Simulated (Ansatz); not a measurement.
## Short convergence ladders for MoPt₂ (Imm2, 3 atoms in the cell)

```
CELL_PARAMETERS angstrom
     -1.38564     1.99198     4.17727
      1.38564    -1.99198     4.17727
      1.38564     1.99198    -4.17727
ATOMIC_POSITIONS crystal
  Mo 0.00598 0.00598 0.00000
  Pt 0.66334 0.66334 0.00000
  Pt 0.33666 0.33666 0.00000
```

Base method: PBEsol, default PAW files made with PBE (plane waves; Ansatz, a quantum-chemistry and plane-wave program).

Base settings: basis.ecutwfc = 420 eV; kpoints.mp_grid.grid = 12 12 12; hamiltonian.xc = pbesol; hamiltonian.pseudopotentials = {kind: paw} (the program's default PAW files); scf.occupations.method = gaussian; scf.occupations.width = 0.1 eV.

The count of work is k-points × plane waves × bands × iterations; it is no time. Core times come from one kind of shared machine, to one figure; runs under 30 s give none.

**The k-point mesh at a smearing width of 0.02 eV**

In this ladder: scf.occupations.width = 0.02 eV.

Only quantities that move along the ladder and can be compared are tabulated.

```csv
kpoints.mp_grid.grid,free energy less the last step's (meV/atom),pressure (GPa),largest difference of a force vector from the last step's (eV/Å),count of work / last,core time / last (rough)
5 5 5,11.63,-8.77,0.065,0.0088,–
6 6 6,-19.78,-9.78,0.013,0.015,–
7 7 7,15.35,-8.98,0.054,0.021,–
9 9 9,3.20,-9.23,0.017,0.041,–
11 11 11,-1.50,-9.28,0.027,0.071,–
16 16 16,0.44,-9.25,0.004,0.20,0.2
23 23 23,-0.37,-9.26,0.001,0.56,0.6
28 28 28,0.00,-9.26,0.000,1.0,1
```

Coarsest kpoints.mp_grid.grid that holds the pressure within 0.1 GPa of the last step, with all finer ones: 9 9 9, at 0.041 of the last step's count of work; the step before is off by 0.28 GPa.

Coarsest kpoints.mp_grid.grid that holds the free energy within 1 meV/atom of the last step, with all finer ones: 16 16 16, at 0.20 of the last step's count of work and about 0.2 of the last step's time; the step before is off by 1.5 meV/atom.

Coarsest kpoints.mp_grid.grid that holds the forces within 0.005 eV/Å of the last step, with all finer ones: 16 16 16, at 0.20 of the last step's count of work and about 0.2 of the last step's time; the step before is off by 0.027 eV/Å.

**The width of Fermi-Dirac smearing**

In this ladder: kpoints.mp_grid.grid = 20 20 20; scf.occupations.method = fermi_dirac.

Narrow widths need finer meshes than wide ones, so the last steps can hold mesh noise.

Only quantities that move along the ladder and can be compared are tabulated; pressure and forces are left out, as mesh noise rules them at narrow widths.

| scf.occupations.width | free energy less the last step's (meV/atom) | energy extrapolated to zero width less the last step's (meV/atom) | core time / last (rough) |
|---|---|---|---|
| 1 eV | -1328.35 | 40.42 | 1 |
| 0.5 eV | -297.37 | 31.61 | 1 |
| 0.3 eV | -94.84 | 8.07 | 0.8 |
| 0.2 eV | -38.74 | 1.24 | 1.0 |
| 0.1 eV | -7.72 | -0.15 | 0.8 |
| 0.05 eV | 0.00 | 0.00 | 1 |

Widest scf.occupations.width that holds the energy extrapolated to zero width within 2 meV/atom of the last step, with all finer ones: 0.2 eV; the step before is off by 8.1 meV/atom.

Widest scf.occupations.width that holds the free energy within 5 meV/atom: not settled: the last two steps still differ by 7.7 meV/atom, over half the tolerance, so the ladder does not show it.

The extrapolation to zero width removes most of the smearing's effect on the energy.

**The mesh under tetrahedron occupations**

In this ladder: scf.occupations.method = tetrahedron; scf.occupations.width = default.

Only quantities that move along the ladder and can be compared are tabulated.

| kpoints.mp_grid.grid | free energy less the last step's (meV/atom) | pressure (GPa) | largest difference of a force vector from the last step's (eV/Å) | count of work / last | core time / last (rough) |
|---|---|---|---|---|---|
| 6 6 6 | -18.89 | -9.51 | 0.104 | 0.017 | – |
| 7 7 7 | 10.74 | -8.98 | 0.031 | 0.027 | – |
| 9 9 9 | 2.09 | -9.19 | 0.016 | 0.046 | – |
| 11 11 11 | -1.11 | -9.24 | 0.009 | 0.079 | – |
| 14 14 14 | 0.94 | -9.22 | 0.013 | 0.16 | 0.2 |
| 17 17 17 | 0.05 | -9.25 | 0.005 | 0.27 | 0.4 |
| 22 22 22 | -0.06 | -9.26 | 0.002 | 0.56 | 0.7 |
| 27 27 27 | 0.00 | -9.26 | 0.000 | 1.0 | 1 |

Coarsest kpoints.mp_grid.grid that holds the free energy within 5 meV/atom of the last step, with all finer ones: 9 9 9, at 0.046 of the last step's count of work; the step before is off by 11 meV/atom.

Coarsest kpoints.mp_grid.grid that holds the pressure within 0.05 GPa of the last step, with all finer ones: 11 11 11, at 0.079 of the last step's count of work; the step before is off by 0.07 GPa.

Coarsest kpoints.mp_grid.grid that holds the forces within 0.01 eV/Å of the last step, with all finer ones: 17 17 17, at 0.27 of the last step's count of work and about 0.4 of the last step's time; the step before is off by 0.013 eV/Å.

On the base run: the starting cell comes from a database of computed structures (which also holds hypothetical and non-ambient phases and stackings), without a prior relaxation at this level. Its lattice was rescaled by up to half a per cent. One atom was moved a little off its site on purpose. Spin polarisation is off. In the base run, with a pressure of about -9 GPa the cell is away from its equilibrium volume at this level. Ansatz's pressure includes its estimate of the finite-basis (Pulay) stress.

Left out of this page: 2 runs of the series outside the window shown, repeating another row's setting, or not comparable.

Keys are those of Ansatz 0.2.
